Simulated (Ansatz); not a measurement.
The starting structures come from a database of crystals and need not be the phases stable at ambient conditions.

Tunnelling through a barrier is set by its complex band structure: the current falls as exp(−2κd) with the smallest κ.

Consider the following.

```
CELL_PARAMETERS angstrom
      6.83578     0.00000     0.00000
      3.41789     6.58738     0.00000
      0.00000     3.54677     5.84365
ATOMIC_POSITIONS crystal
  Sr 0.16874 0.00000 0.33126
  Sr 0.83126 0.00000 0.66874
  Sr 0.66874 0.00000 0.16874
  Sr 0.33126 0.00000 0.83126
  Sr 0.25000 0.50000 0.25000
  Sr 0.75000 0.50000 0.75000
  Al 0.75000 0.50000 0.25000
  Al 0.25000 0.50000 0.75000
  O  0.79033 0.70384 0.00583
  O  0.20967 0.29616 0.99417
  O  0.29033 0.70384 0.79033
  O  0.70967 0.29616 0.20967
  O  0.50583 0.70384 0.29033
  O  0.49417 0.29616 0.70967
  O  0.00583 0.70384 0.50583
  O  0.99417 0.29616 0.49417
  F  0.50000 0.00000 0.50000
  F  0.00000 0.00000 0.00000
```

Space group of this cell: I4/mcm. The cell is taken as given; by r2SCAN its mean pressure is -3.5 GPa.

Transport runs along the normal of the first two printed cell vectors, the (101) plane of the conventional cell.

No gap correction and no spin-orbit coupling; mid-gap values are interpolated between computed energies.

Problem. Predict the band gap and the smallest decay constant κ at mid-gap from r2SCAN in Ansatz (a first-principles code).

Solution. Gap 4.77 eV on a 6×6×6 mesh; κ = 0.375 1/Å, at the zone centre.
